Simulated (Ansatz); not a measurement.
```yaml
crystal:
  lattice:
    - [13.50000, 0.00000, 0.00000]
    - [0.00000, 11.00000, 0.00000]
    - [0.00000, 0.00000, 2.55067]
  atoms:
    - { symbol: Rh, position: [0.42109, 0.50000, 0.00000] }
    - { symbol: Rh, position: [0.57891, 0.50000, 0.50000] }
```

All values below come from PBE (plane waves to 420 eV, PAW; Ansatz, a quantum-chemistry and plane-wave program). Mesh 1×1×122. Collinear spin, started with parallel moments, and moments remain. One-dimensional cell, images about 11 Å apart. A model structure. Only distortions within the start's symmetry and period were free. Pairing along the axis, which can open a gap, is among the distortions not tried. Fermi–Dirac width 0.02 eV.

### Question
Say what this body is, and give its properties.

### Answer
Free triangular strip chain of Rh atoms. A hypothetical model.
```
Item                            Value
---------------  --------------------
net spin moment      2.87 μB a period
PBE gap          none (under 0.01 eV)
```
